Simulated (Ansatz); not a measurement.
The starting structures come from a database of crystals and need not be the phases stable at ambient conditions.

 Where the default PAW files enter, the runs use the earlier of Ansatz's two default sets.

Tunnelling through a barrier is set by its complex band structure: the current falls as exp(−2κd) with the smallest κ.

Here is the system:

```
CELL_PARAMETERS angstrom
      4.31350     0.00000     0.00000
     -2.15675     3.73560     0.00000
      2.15675     1.24520     7.65905
ATOMIC_POSITIONS crystal
  Rb 0.00000 0.00000 0.00000
  La 0.00000 0.50000 0.50000
  S  0.46607 0.23303 0.30090
  S  0.53393 0.76697 0.69910
```

Space group of this cell: R-3m. The cell is taken as given.

Transport runs along the normal of the first two printed cell vectors, the (001) plane of the conventional cell.

The gap is the functional's own, uncorrected, and κ follows it; spin-orbit coupling is left out. Mid-gap values are interpolated between the computed energies.

Problem. State the band gap and the smallest decay constant κ at mid-gap according to Ansatz (a quantum-chemistry and plane-wave program) with r2SCAN.

Solution. Gap 3.00 eV on a 8×8×8 mesh; κ = 0.325 1/Å, at the zone centre.
